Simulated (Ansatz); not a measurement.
The parent structure is AlN in the wurtzite structure (space group P6_3mc, No. 186; a = 3.130 Å, c = 5.018 Å). Axes: x lies along a and z along c of the hexagonal cell.

The values are results of PBE/PAW in Ansatz (a program for electronic structure), no spin-orbit coupling, not measurements.

Strains are applied to the cell and any free atomic positions relax; under biaxial strain the out-of-plane vector relaxes too.

One change was made to it. Results:

The shortest interatomic distance decreases by 0.021 Å, from 1.902 Å to 1.881 Å; the pressure (mean of the normal stresses, compression positive) goes from zero to 5.75 GPa.

Question: What was done to the base?
A. biaxial strain −2.40 %, plane normal [001], relaxed out of plane
B. biaxial strain −3.00 %, plane normal [001], relaxed out of plane
C. biaxial strain −1.80 %, plane normal [001], relaxed out of plane
D. biaxial strain −0.60 %, plane normal [001], relaxed out of plane
E. biaxial strain −1.20 %, plane normal [001], relaxed out of plane

Answer: C, biaxial strain −1.80 %, plane normal [001], relaxed out of plane. For comparison, the pressure in the other runs: biaxial strain −0.60 %, plane normal [001], relaxed out of plane gives 1.83 GPa; biaxial strain −1.20 %, plane normal [001], relaxed out of plane gives 3.75 GPa; biaxial strain −3.00 %, plane normal [001], relaxed out of plane gives 10.05 GPa; biaxial strain −2.40 %, plane normal [001], relaxed out of plane gives 7.86 GPa.

Whether these cells are dynamically stable was not tested.
